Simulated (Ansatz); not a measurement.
Results of r²SCAN in Ansatz (PAW) for LaBr₃ (P6₃/m, No. 176).

Settings: plane-wave cutoff 500 eV, 6×6×10 k mesh (along the axes of the cell as run), Fermi–Dirac smearing 0.05 eV, scalar-relativistic PAW data made under PBE.

Computed at the level's own relaxed cell.

Question: What does this level give for the equilibrium volume per atom, lattice parameter a, c axis length and band gap?

Answer: 
equilibrium volume per atom: 31.84 Å³/atom
lattice parameter a: 8.072 Å
c axis length: 4.514 Å
band gap: 3.54 eV (on the SCF k mesh)

Measured, for comparison: band gap 5.9 eV (temperature not stated, no zero-point or thermal correction, literature value; as tabulated in Przystupa et al. (2023), doi:10.3390/ma16145085).

Spin–orbit coupling is not included.

Ansatz is a program for electronic structure.
